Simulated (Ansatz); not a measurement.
The reference is ZnS in the zinc blende structure (space group F-43m, No. 216; a = 5.2968 Å). Axes: x, y, z lie along the cube axes.

All numbers come from LDA/PAW in Ansatz (a quantum-chemistry and plane-wave program), spin-orbit coupling left out.

Modification: uniaxial strain ε_zz = +1.50 %, all other strain components held at zero; the atoms relax in the strained cell.

Q: Predict the stress tensor and what it implies for the stiffness.

A: Stress of the strained cell less that of the base (GPa, compression positive):
```
  -1.02    0.00    0.00
   0.00   -1.02    0.00
   0.00    0.00   -1.72
```

Then −Δσ_ii/ε with ε = 0.0150 gives secant stiffness values (nonlinear terms included at this strain): C33 ≈ 115 GPa, C13 ≈ 68 GPa and C23 ≈ 68 GPa.

Stability against distortions was not tested.
